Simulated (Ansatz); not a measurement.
## Se under a change: Se → Te

The reference is Se (space group P3_121, No. 152; a = 4.506 Å, c = 4.991 Å; made of chains).

Perturbation: Te takes the place of Se on all its sites; the structure is relaxed again.

Calculations: r2SCAN in Ansatz (plane waves to 500 eV, PAW, no spin-orbit coupling). Settings: 8×8×6 k-points, 0.05 eV Fermi–Dirac smearing, for the changed cell.

The volume per atom goes up by 7.18 Å³ to 36.43 Å³ and the density grows by 1.334 g/cm³, from 4.48 g/cm³ to 5.82 g/cm³. The c/a ratio goes up by 0.169 to 1.277 and the space group stays P3_121 (No. 152). The band gap falls by 0.783 eV, from 1.33 eV to 0.54 eV and the gap character becomes indirect, L–H (80 % along) → H (base: indirect, L → H). The width of the top valence band increases by 0.858 eV, from 1.40 eV to 2.25 eV and the electron mass becomes 0.089 mₑ along c, 0.11 mₑ across (at H) (base: 0.18 mₑ along c, 0.43 mₑ across (at H)).

Cost of the whole job for the changed cell (relaxation, final SCF and bands): roughly 5 core-minutes.

With Te present, leaving out spin-orbit coupling can change the band edges. Effective masses come from finite differences of ±0.01 Å⁻¹. Stability against distortions was not tested. No dispersion term is included, though the crystal is made of layers, chains or molecules, so its spacings can come out too wide.

Ansatz is a first-principles code.
